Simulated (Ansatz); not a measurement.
Start from SiC in the wurtzite structure (space group P6_3mc, No. 186; a = 3.076 Å, c = 5.048 Å). Axes: x lies along a and z along c of the hexagonal cell.

Levels (all Ansatz, a quantum-chemistry and plane-wave program, PAW, earlier PAW set): PBEsol (420 eV, without spin-orbit coupling); HSE06 (420 eV, no SOC).

Its gap is 2.13 eV with PBEsol and 3.16 eV with HSE06.

Perturbation: strain tensor (xx, yy, zz, yz, xz, xy) = (+0.26, −1.81, +0.34, +0.62, +0.29, −0.75) %; the atoms relax in the strained cell.

With PBEsol the gap becomes 1.89 eV.

**Question.** If the HSE06 correction stayed the same, what would the HSE06 gap be, and what does the HSE06 run give?

**Answer.** A rigid correction of +1.03 eV gives 2.92 eV. The HSE06 run gives 2.93 eV, so the two effects roughly add.

Single points use the geometry relaxed with PBEsol. The hybrid gap comes from the SCF mesh plus the semilocal run's edge points and a few special points and is an upper bound. Stability against distortions was not tested.
